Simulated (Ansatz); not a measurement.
The parent structure is SnO in the litharge type structure (space group P4/nmm, No. 129; a = 3.836 Å, c = 4.757 Å; layered, stacked along the Cartesian z axis).

(Cell as relaxed with PBE-D3(BJ).)

Levels (all Ansatz, a first-principles code, PAW, earlier PAW set): PBE-D3(BJ) (420 eV, spin-orbit coupling left out); r2SCAN+rVV10 (500 eV, no SOC).

Each level relaxes its own structure.

| base | PBE-D3(BJ) | r2SCAN+rVV10 |
|---|---|---|
| volume per atom | 17.50 Å³ | 17.13 Å³ |
| lattice parameter a | 3.836 Å | 3.793 Å |
| band gap | zero | zero |

It is then changed as follows: hydrostatic tension (pressure −2 GPa).

| quantity | PBE-D3(BJ) | r2SCAN+rVV10 |
|---|---|---|
| band gap | 0.56 eV | ? |
| shortest interatomic distance | 2.256 Å | ? |

### Question
Predict the r2SCAN+rVV10 column.

### Answer

- band gap, r2SCAN+rVV10: 0.79 eV
- shortest interatomic distance, r2SCAN+rVV10: 2.229 Å

PBE-D3(BJ)'s band gap lies 0.23 eV below r2SCAN+rVV10's; PBE-D3(BJ)'s shortest interatomic distance lies 0.027 Å above r2SCAN+rVV10's (1.2 %). Neither level is exact; r2SCAN+rVV10 is the comparison here, not a measurement.

Load acts through the strain it causes; cell and atoms are relaxed under it. Stability against distortions was not tested. The final runs are not spin-polarised. A zero or small gap of SnO can be the functional's error rather than a property of the material.
